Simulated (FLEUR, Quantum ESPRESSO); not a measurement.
A FLEUR input for a self-consistent single point of YSF (P4/nmm, 6 atoms in the cell) (DFT, PBEsol, all-electron FLAPW (FLEUR), scalar-relativistic valence):

Input of the input generator:

```
scf YSF
&input film=f /
1.0000000000 0.0000000000 0.0000000000
0.0000000000 1.0000000000 0.0000000000
0.0000000000 0.0000000000 1.8093529107
7.1142311544
1.0 1.0 1.0

6
39 0.0000000000 0.5000000000 0.2272300000
39 0.5000000000 -0.0000000000 0.7727700000
16 0.0000000000 0.5000000000 0.6455700000
16 0.5000000000 -0.0000000000 0.3544300000
9 0.0000000000 -0.0000000000 0.0000000000
9 0.5000000000 0.5000000000 0.0000000000

&comp jspins=1 /
&exco xctyp='PBEs' /
&kpt div1=6 div2=6 div3=4 gamma=t /
&end /
```

```xml
<?xml version="1.0" encoding="UTF-8" standalone="no"?>
<fleurInput fleurInputVersion="0.39">
   <comment>
      scf YSF                                                                                             
   </comment>
   <calculationSetup>
      <cutoffs Kmax="3.9" Gmax="13.7" GmaxXC="13.7" numbands="0"/>
      <scfLoop itmax="100" minDistance="0.00001" maxIterBroyd="15" imix="Anderson" alpha="0.05" precondParam="0.0" spinf="2.0"/>
      <coreElectrons ctail="T" frcor="F" kcrel="0" coretail_lmax="0"/>
      <xcFunctional name="PBEs" relativisticCorrections="F"/>
      <magnetism jspins="1"/>
      <soc l_soc="F" theta="0.0" phi="0.0" spav="F"/>
      <expertModes spex="0" secvar="F"/>
      <geometryOptimization l_f="T" forcealpha="1.0" forcemix="BFGS" epsdisp="0.00001" epsforce="0.00001"/>
      <ldaU l_linMix="F" mixParam="0.05" spinf="1.0"/>
   </calculationSetup>
   <cell>
      <bzIntegration valenceElectrons="48.0" mode="hist" fermiSmearingEnergy="0.0001">
         <kPointListSelection listName="default-1"/>
         <!-- k-points included here -->
         <xi:include xmlns:xi="http://www.w3.org/2001/XInclude" href="kpts.xml"> </xi:include>
      </bzIntegration>
      <!-- symmetry operations included here -->
      <xi:include xmlns:xi="http://www.w3.org/2001/XInclude" href="sym.xml"> </xi:include>
      <bulkLattice scale="1.0">
         <bravaisMatrix>
            <row-1>    7.1142311543999996     0.0000000000000000     0.0000000000000000</row-1>
            <row-2>    0.0000000000000000     7.1142311543999996     0.0000000000000000</row-2>
            <row-3>    0.0000000000000000     0.0000000000000000    12.8721548466062607</row-3>
         </bravaisMatrix>
      </bulkLattice>
   </cell>
   <atomSpecies>
      <species name="Yttrium (Y)" element="Y" atomicNumber="39">
         <mtSphere radius="2.68" gridPoints="925" logIncrement="0.014"/>
         <atomicCutoffs lmax="10" lnonsphr="8"/>
         <electronConfig flipSpins="F">
            <coreConfig>(1s1/2) (2s1/2) (2p1/2) (2p3/2) (3s1/2) (3p1/2) (3p3/2) (3d3/2) (3d5/2)</coreConfig>
            <valenceConfig>(4s1/2) (4p1/2) (4p3/2) (5s1/2) (4d3/2) (4d5/2)</valenceConfig>
            <stateOccupation state="(4d3/2)" spinUp="0.2" spinDown="0.2"/>
            <stateOccupation state="(4d5/2)" spinUp="0.3" spinDown="0.3"/>
         </electronConfig>
         <energyParameters s="5" p="5" d="4" f="4"/>
         <lo type="SCLO" l="0" n="4" eDeriv="0"/>
         <lo type="SCLO" l="1" n="4" eDeriv="0"/>
      </species>
      <species name="Sulfur (S)" element="S" atomicNumber="16">
         <mtSphere radius="2.26" gridPoints="781" logIncrement="0.015"/>
         <atomicCutoffs lmax="8" lnonsphr="6"/>
         <electronConfig flipSpins="F">
            <coreConfig>(1s1/2) (2s1/2) (2p1/2) (2p3/2)</coreConfig>
            <valenceConfig>(3s1/2) (3p1/2) (3p3/2)</valenceConfig>
            <stateOccupation state="(3p1/2)" spinUp="0.6666666666667" spinDown="0.6666666666667"/>
            <stateOccupation state="(3p3/2)" spinUp="1.3333333333333" spinDown="1.3333333333333"/>
         </electronConfig>
         <energyParameters s="3" p="3" d="3" f="4"/>
      </species>
      <species name="Fluorine (F)" element="F" atomicNumber="9">
         <mtSphere radius="1.55" gridPoints="537" logIncrement="0.02"/>
         <atomicCutoffs lmax="6" lnonsphr="4"/>
         <electronConfig flipSpins="F">
            <coreConfig>(1s1/2)</coreConfig>
            <valenceConfig>(2s1/2) (2p1/2) (2p3/2)</valenceConfig>
            <stateOccupation state="(2p1/2)" spinUp="0.8333333333333" spinDown="0.8333333333333"/>
            <stateOccupation state="(2p3/2)" spinUp="1.6666666666667" spinDown="1.6666666666667"/>
         </electronConfig>
         <energyParameters s="2" p="2" d="3" f="4"/>
      </species>
   </atomSpecies>
   <atomGroups>
      <atomGroup species="Yttrium (Y)">
         <relPos label="                   1">-1.000/4.000 1.000/4.000 .2272300000</relPos>
         <relPos label="                   2">1.000/4.000 -1.000/4.000 -.2272300000</relPos>
         <force calculate="T" relaxXYZ="TTT"/>
      </atomGroup>
      <atomGroup species="Sulfur (S)">
         <relPos label="                   3">-1.000/4.000 1.000/4.000 -.3544300000</relPos>
         <relPos label="                   4">1.000/4.000 -1.000/4.000 .3544300000</relPos>
         <force calculate="T" relaxXYZ="TTT"/>
      </atomGroup>
      <atomGroup species="Fluorine (F)">
         <relPos label="                   5">-1.000/4.000 -1.000/4.000 .0000000000</relPos>
         <relPos label="                   6">1.000/4.000 1.000/4.000 .0000000000</relPos>
         <force calculate="T" relaxXYZ="TTT"/>
      </atomGroup>
   </atomGroups>
   <output dos="F" band="F" slice="F">
      <checks vchk="F" cdinf="F"/>
      <bandDOS minEnergy="-.5*Htr" maxEnergy="0.5*Htr" sigma="0.015" storeEVData="T"/>
      <vacuumDOS vacdos="F" integ="F" star="F" nstars="0" locx1="0.0" locy1="0.0" locx2="0.0" locy2="0.0" nstm="0" tworkf="0.0"/>
      <unfoldingBand unfoldBand="F" supercellX="1" supercellY="1" supercellZ="1"/>
      <plotting iplot="0" polar="F">
         <plot TwoD="T" vec1="  1.0  0.0  0.0" vec2="  0.0  1.0  0.0" vec3="  0.0  0.0  1.0" zero="  0.0  0.0  0.0" file="plot"/>
      </plotting>
      <chargeDensitySlicing numkpt="0" minEigenval="0.0" maxEigenval="0.0" nnne="0" pallst="F"/>
      <specialOutput eonly="F"/>
      <magneticCircularDichroism mcd="F" energyLo="-10.0" energyUp="0.0"/>
   </output>
  <!-- We include the file relax.xml here to enable relaxations (see documentation) -->
  <xi:include xmlns:xi="http://www.w3.org/2001/XInclude" href="relax.xml"> <xi:fallback/> </xi:include>
</fleurInput>
```

### Question
Translate this input to Quantum ESPRESSO.

### Answer
This is the input that was run; spellings and numerical settings could be chosen otherwise.

```fortran
&CONTROL
  calculation = 'scf'
  prefix = 'scf'
  outdir = './tmp'
  pseudo_dir = './'
  tprnfor = .true.
  tstress = .true.
/
&SYSTEM
  ibrav = 0
  nat = 6
  ntyp = 3
  ecutwfc = 40
  ecutrho = 320
  occupations = 'fixed'
  nbnd = 32
  input_dft = 'pbesol'
/
&ELECTRONS
  conv_thr = 1.0d-10
/
ATOMIC_SPECIES
Y     88.9058  Y_pbe_v1.uspp.F.UPF
S     32.0600  s_pbe_v1.4.uspp.F.UPF
F     18.9984  f_pbe_v1.4.uspp.F.UPF
ATOMIC_POSITIONS {alat}
Y     0.00000000    0.50000000    0.41113926
Y     0.50000000    0.00000000    1.39821365
S     0.00000000    0.50000000    1.16806396
S     0.50000000    0.00000000    0.64128895
F     0.00000000    0.00000000    0.00000000
F     0.50000000    0.50000000    0.00000000
K_POINTS {automatic}
6 6 4  0 0 0
CELL_PARAMETERS {angstrom}
   3.76468900     0.00000000     0.00000000
   0.00000000     3.76468900     0.00000000
   0.00000000     0.00000000     6.81165100
```

Basis settings and potentials, where a program has them, do not carry over. This input uses DFT, PBEsol, plane waves, SSSP 1.1.2 efficiency (PBE) pseudopotentials.

The starting cell comes from a database of computed structures (which also holds hypothetical and non-ambient phases and stackings), without a prior relaxation at this level. Its lattice was rescaled by a random factor within 2.5 % of one.
